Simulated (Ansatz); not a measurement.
# What uniaxial strain ε_zz = +2.00 % does to BeS

The reference is BeS in the zinc blende structure (space group F-43m, No. 216; a = 4.796 Å). Axes: x, y, z lie along the cube axes.

One thing is altered: the cell is stretched by 2.00 % along z with no lateral relaxation, atoms relaxed at fixed cell.

All numbers come from LDA (Ansatz, a program for electronic structure), spin-orbit coupling left out. k-mesh 12×12×12 (Γ-centred); smearing 0.05 eV (Fermi–Dirac).

The space group becomes I-4m2 (No. 119) (base: F-43m (No. 216)) and the shortest interatomic distance goes up by 0.014 Å, from 2.077 Å to 2.091 Å. The energy goes up by 2.9 meV/atom and the band gap shrinks by 0.04 eV, from 2.82 eV to 2.78 eV. The gap character comes out as indirect, Γ → X and the smallest direct gap shrinks by 0.05 eV to 5.44 eV. The electron mass changes from 0.80 mₑ along k, 0.28 mₑ across (at X) to 0.79 mₑ along k, 0.28 mₑ across (at X) and the valence-band top at Γ (three highest levels, from the VBM) becomes 0.00, 0.00, -0.11 eV (base: 0.00, 0.00, 0.00 eV). The valley order (the lowest conduction-band minima on the path, energy above the VBM, named in the base's zone) becomes X along [010] 2.78 eV; X along [001] 2.94 eV (base: X along ⟨100⟩ 2.82 eV) and the stress (xx, yy, zz, yz, xz, xy; compression positive) amounts to (-1.29, -1.29, -3.30, 0.00, 0.00, 0.00) GPa.

Cost of the whole job for the changed cell (relaxation, final SCF and bands): around 13 core-seconds (rough).

Masses are band curvatures over ±0.01 Å⁻¹ around the edge. Along k means along the line from Γ to the band edge. No phonon test of stability was made. Labels are those of the standard path for the cell's own space group.
